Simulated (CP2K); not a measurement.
Band structure of CaI2 (P-3m1, 3 atoms in the cell).

```
CaI2
1.0
    4.52897     0.00000     0.00000
   -2.26449     3.92220     0.00000
    0.00000     0.00000     7.20983
Ca I
1 2
Cartesian
  0.00000   0.00000   0.00000
  0.00000   2.61480   1.76136
  2.26449   1.30740   5.44847
```

Method: PBEsol, GPW, DZVP-MOLOPT-SR-GTH basis, GTH-PBE potentials (GTH_POTENTIALS) (CP2K).

Settings: CUTOFF = 500 Ry; REL_CUTOFF = 60 Ry; KPOINTS/SCHEME = MONKHORST-PACK 5 5 3; XC_FUNCTIONAL = PBE:PBESOL; Ca/BASIS_SET = DZVP-MOLOPT-SR-GTH-q10; Ca/POTENTIAL = GTH-PBE-q10; I/BASIS_SET = DZVP-MOLOPT-SR-GTH-q7; I/POTENTIAL = GTH-PBE-q7; METHOD = GPW; EPS_DEFAULT = 1e-10; EXTRAPOLATION = USE_GUESS; NGRIDS = 5; SCF_GUESS = ATOMIC; EPS_SCF = 1e-06.

The starting cell comes from a database of computed structures (which also holds hypothetical and non-ambient phases and stackings), without a prior relaxation at this level. Spin-orbit coupling is off. Values carry the incompleteness of an atom-centred basis. The potentials were made for another functional than the one used.

**Question.** Predict the gap along the standard path and the places of the band edges.

**Answer.** The gap along the path is 3.59 eV, from Γ to M; the smallest direct gap on it is 3.94 eV.

Levels in eV from the top of the valence band on the SCF mesh, bands 9 to 13:
```csv
point,9,10,11,12,13
Γ,-0.94,-0.19,-0.19,0.00,3.94
M,-1.27,-1.00,-0.96,-0.83,3.59
K,-1.76,-1.15,-1.09,-1.09,4.66
A,-0.88,-0.88,-0.28,-0.28,4.28
L,-0.99,-0.90,-0.84,-0.69,3.73
H,-1.95,-1.44,-0.71,-0.71,4.89
```

Higher empty bands are left out: an atom-centred basis made for the valence describes them poorly.
